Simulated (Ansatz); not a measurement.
Ansatz (a first-principles code) run on CaB₆ (Pm-3m, 7 atoms in the cell): zone-centre phonon calculation.

Method: PBE (plane waves, PAW; Ansatz).

```xyz
7
Lattice="4.1707 0.0000 0.0000 0.0000 4.1707 0.0000 0.0000 0.0000 4.1707" Properties=species:S:1:pos:R:3 pbc="T T T"
Ca     0.0000     0.0000     0.0000
B      3.3283     2.0854     2.0854
B      2.0854     0.8425     2.0854
B      2.0854     3.3283     2.0854
B      0.8425     2.0854     2.0854
B      2.0854     2.0854     3.3283
B      2.0854     2.0854     0.8425
```

Reference input (self-consistent single point, DFT, PBE, plane waves, default PAW files): basis.ecutwfc = 420 eV; kpoints.mp_grid.grid = 6 6 6; hamiltonian.xc = pbe; hamiltonian.pseudopotentials = {kind: paw} (the program's default PAW files); scf.occupations.method = fermi_dirac; scf.occupations.width = 0.05 eV. This run's input differs from it in these lines:

```diff
@@ -27,6 +27,5 @@
     width: 0.05
-output:
-  forces: true
-  eigenvalues: true
-  stress: true
+phonons:
+  method: dfpt
+  qmesh: [3, 3, 3]
```

The program printed (abridged):

```
SCF iter   1: F=—  HF=-2755.201212 eV  |F-HF|=—  |Δ(HF+E_count)|=         —  Δρ=1.34e-3  dr2=5.76e-4  ethr=1.77e-3  ⟨swp⟩=8.6  Hψ=2733  notcnv=0  defer=1
all-band conjugate gradients solve this SCF's bands
preconditioner: auto → Kerker (q_TF=auto, 2.328 Å⁻¹)
SCF iter   2: F=—  HF=-2755.202396 eV  |F-HF|=—  |Δ(HF+E_count)|=   1.18e-3  Δρ=7.71e-4  dr2=1.94e-4  ethr=2.06e-6  ⟨swp⟩=2.3  Hψ=860  notcnv=0  defer=6
   [... lines left out ...]
SCF iter   6: F=—  HF=-2755.202728 eV  |F-HF|=—  |Δ(HF+E_count)|=   2.12e-7  Δρ=3.62e-6  dr2=1.67e-8  ethr=1.16e-9  ⟨swp⟩=2.3  Hψ=587  notcnv=0  defer=6
SCF iter   7: F=—  HF=-2755.202728 eV  |F-HF|=—  |Δ(HF+E_count)|=   2.14e-9  Δρ=6.75e-7  dr2=6.12e-10  ethr=5.96e-11  ⟨swp⟩=2.8  Hψ=653  notcnv=0  defer=6
SCF iter   8: F=—  HF=-2755.202728 eV  |F-HF|=—  |Δ(HF+E_count)|=  5.46e-12  Δρ=2.36e-7  dr2=8.84e-11  ethr=2.19e-12  ⟨swp⟩=2.5  Hψ=571  notcnv=0  defer=6
SCF iter   9: F=-2755.202728 eV  HF=-2755.202728 eV  |F-HF|=5.46e-12  |Δ(HF+E_count)|=  1.73e-11  Δρ=7.48e-8  dr2=8.87e-12  ethr=1.00e-12  ⟨swp⟩=8.4  Hψ=2191  notcnv=0
SCF 1 converged in 9 iterations: F = -2755.202728 eV  dr2 = 8.87e-12
WARN: eigensolver did not converge (k=18): 1 band(s) unlocked after 20 sweeps at ethr=1.00e-12 eV (lowest unlocked band 20, counted from 0 …
DFPT response loops at q = (0, 0, 0) (fractional): preconditioner auto → Kerker (q_TF=auto, 2.328 Å⁻¹) (partly filled bands, converged f_vac=0.000) …
DFPT response loops at q = (0, 0, 0.3333333333333333) (fractional): mixed as the last ones told, above
   [... lines left out ...]
Free energy (F): -2755.202728 eV
Fermi energy:    8.202938 eV
   [... lines left out ...]
  largest difference from the sums on the solved wave vectors: F 1.70e-2 eV, S 2.65e-5 and C_V 9.50e-6 eV/K
  zero-point energy: 0.775293 eV/cell   skipped modes (ω ≤ 0): 3   left out of the sums: 4.23e-5 of the cell's modes …
```

The run converged in 9 iterations. 

Summary of the result:
| Item | Result |
|---|---|
| Free energy E − TS (on the zero of these files) | -2755.2027 eV |
| Zone-centre frequencies (cm⁻¹; negative means imaginary) | 0, 0, 0, 113, 113, 113, 460, 460, 460, 590, 590, 590, 767, 767, 767, 860, 860, 860, 1110, 1110, 1224 |

The starting cell has typed, rounded lattice constants, without a prior relaxation at this level. Its lattice was rescaled by up to half a per cent.

Cost on one core of a shared machine: roughly 4 min.

Keys are those of Ansatz 0.2.
